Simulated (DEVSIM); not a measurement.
System: illuminated Si n-on-p cell, one wavelength, at 300 K.

Layer 1 from the left is Si, thickness (μm) 0.150, Nd (cm⁻³) 5.3e18, τn (s) 1.1e-7, τp (s) 3.7e-7, absorption coefficient (cm⁻¹) 650. Layer 2 from the left is Si, thickness (μm) 47.0, Na (cm⁻³) 1e17, τn (s) 9.7e-7, τp (s) 9.7e-7, absorption coefficient (cm⁻¹) 650.

Left contact: ohmic, minority hole recombination velocity 1e6 cm/s. Right contact: ohmic, minority electron recombination velocity 6e6 cm/s. Voltage is applied to the left contact. Recombination: SRH at mid-gap, radiative, Auger. Gap narrowing is on: ΔEg = 6.92 meV × (l + √(l² + 0.5)), l = ln(N/1.3e17 cm⁻³), shared equally by both band edges. Light enters at the left, 1.5e17 photons cm⁻² s⁻¹, one pass, no reflection. Mobility is μmin + (μ − μmin)/(1 + (N/Nref)^α).

This is a model device: material constants are rounded textbook-type values typed into the input, and sizes, dopings and lifetimes were drawn at random. Values at 300 K.

Si: gap (eV) 1.124, affinity (eV) 4.05, permittivity 11.7, Nc (cm⁻³) 2.86e19, Nv (cm⁻³) 3.1e19, μn (cm²/Vs) 1417, μp (cm²/Vs) 470, μn,min 52, μp,min 45, Nref,n 9.7e16, Nref,p 2.2e17, αn 0.68, αp 0.72, B (cm³/s) 4.7e-15, Cn (cm⁶/s) 2.8e-31, Cp (cm⁶/s) 9.9e-32.

Simulated with DEVSIM: 1D drift-diffusion, Boltzmann statistics, complete ionisation; no tunnelling, impact ionisation, image-force lowering or self-heating.

Dark forward current:

| |V| (V) | |J| (A/cm²) |
|---|---|
| 0.05 | 1.369e-9 |
| 0.10 | 4.938e-9 |
| 0.15 | 1.536e-8 |
| 0.20 | 4.930e-8 |
| 0.25 | 1.797e-7 |
| 0.30 | 7.943e-7 |
| 0.35 | 4.249e-6 |
| 0.40 | 2.593e-5 |
| 0.45 | 0.0001696 |
| 0.50 | 0.001146 |
| 0.55 | 0.007841 |
| 0.60 | 0.05392 |
| 0.65 | 0.3689 |
| 0.70 | 2.413 |
| 0.75 | 12.79 |
| 0.80 | 43.93 |
| 0.85 | 103.8 |
| 0.90 | 197.0 |
| 0.95 | 327.0 |
| 1.00 | 496.3 |
| 1.05 | 706.6 |
| 1.10 | 958.8 |
| 1.15 | 1254 |
| 1.20 | 1592 |
| 1.25 | 1974 |
| 1.30 | 2400 |

Work out the local ideality factor n = ΔV / (kT/q · ln(J2/J1)) between the rows 0.15 and 0.20 V, 0.55 and 0.60 V, 1.25 and 1.30 V.

kT/q = 25.85 mV. From 0.15 to 0.20 V: ln(4.930e-8/1.536e-8) = 1.166, n = 1.66. From 0.55 to 0.60 V: ln(0.05392/0.007841) = 1.928, n = 1.00, near the 1 of diffusion or emission over a barrier. From 1.25 to 1.30 V: ln(2400/1974) = 0.195, n = 9.90.

What current could the absorbed light give at most, and what share is collected?

Σ αd = 3.06, so qΦ(1 − exp(−Σ αd)) = 22.9 mA/cm². The simulated short-circuit current is 15.58 mA/cm², a share of 0.68.

Estimate the open-circuit voltage by superposition: the voltage at which the dark current equals that short-circuit current.

Interpolating ln J in the table gives 0.568 V. The simulation gives 0.568 V, the same within the digits that matter. Superposition holds where collection doesn't change with voltage.

Estimate the fill factor from FF0 = (v − ln(v + 0.72))/(v + 1), v = qVoc/(nkT), with n from the dark curve.

The rows about Voc, 0.55 and 0.60 V, give n = 1.00, so v = 21.9 and FF0 = 0.820. The simulation gives 0.818, the same within the digits that matter.
